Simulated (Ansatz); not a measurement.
By PBEsol, the system below comes out a metal.

The ballistic (Sharvin) conductance counts the channels at the Fermi level: G/A = (e²/h) × channels of both spins per area.

Data:

```
AlTi
1.0
    3.97500     0.00000     0.00000
    1.98750     4.52614     0.00000
    1.98750    -0.87274     1.78563
Ti Al
1 1
Direct
  0.00000   0.50000   0.50000
  0.00000   0.00000   0.00000
```

The cell is taken as given; by PBEsol it stands under a pressure of -2.1 GPa.

The current flows along the normal of the first two printed cell vectors, the (111) plane of the conventional cell. No spin-orbit coupling; the value is a mean over 0.1 eV about the Fermi level.

Task: State the ballistic conductance per area according to PBEsol in Ansatz (a program for electronic structure).

Result: 0.88 × 10¹⁵ S/m² for both spins.
